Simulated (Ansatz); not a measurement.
We consider InGaZnO4 (R3m, No. 160, 7 atoms in the cell; start mp-1215688), described by LDA (Ansatz, a first-principles code, plane waves, PAW).

Numerical settings: plane-wave cutoff 520 eV, 12×12×12 k mesh, Fermi–Dirac smearing 0.01 eV, scalar-relativistic PAW data made under PBE.

Cell (relaxed at this level):

```
CELL_PARAMETERS angstrom
      1.63900     0.94628     8.49474
     -1.63900     0.94628     8.49474
      0.00000    -1.89256     8.49474
ATOMIC_POSITIONS crystal
  Zn 0.21871 0.21871 0.21871
  In 0.00282 0.00282 0.00282
  Ga 0.78718 0.78718 0.78718
  O  0.29489 0.29489 0.29489
  O  0.71128 0.71128 0.71128
  O  0.12124 0.12124 0.12124
  O  0.86387 0.86387 0.86387
```

**Question.** What does this level give for the band gap and bulk modulus B0?

**Answer.** 
- band gap: 1.32 eV (on the SCF k mesh)
- bulk modulus B0: 188 GPa

Note: the relaxation could not lower the start's symmetry, so the cell can be a saddle point above a distorted one; the bulk modulus is −V dP/dV from two relaxed cells at ±2 % in volume.

Spin–orbit coupling is not included.

The computed numbers hold no vibrational or temperature effects.

The result took around 6 core-minutes (rough).

A start named mp-… is a Materials Project structure, which need not be a measured phase.
